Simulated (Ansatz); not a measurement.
**TaC (R-3m): band-structure transport figures**

Given:

```
CELL_PARAMETERS angstrom
     -0.00386     2.21701     2.21701
      2.21701    -0.00386     2.21701
      2.21701     2.21701    -0.00386
ATOMIC_POSITIONS crystal
  Ta 0.00000 0.00000 0.00000
  C  0.50000 0.50000 0.50000
```

The numbers are results of PBEsol, rigid bands (plane waves, PAW, scalar-relativistic; Ansatz, an electronic-structure program), not measurements. Condition of this run: uniaxial stress along [111] of 1 GPa (compression positive) (the target of the relaxation). Cell: cell and atoms relaxed with PBEsol, then loaded as said.

```yaml
density of states at the Fermi level: 0.617 states/(eV·cell), both spins
bare Sommerfeld coefficient: 0.73 mJ/(mol of atoms·K²)
drude_plasma_energy: 8.3 eV
root-mean-square Fermi velocity: 9.7e5 m/s
resistivity times τ: 7.1 ×10⁻²² Ω·m·s
```

A metal at this level (no band gap); rigid bands, thermally averaged at 300 K, both spins. Spin-orbit coupling is left out, which matters with elements this heavy. τ is one relaxation time for all states.
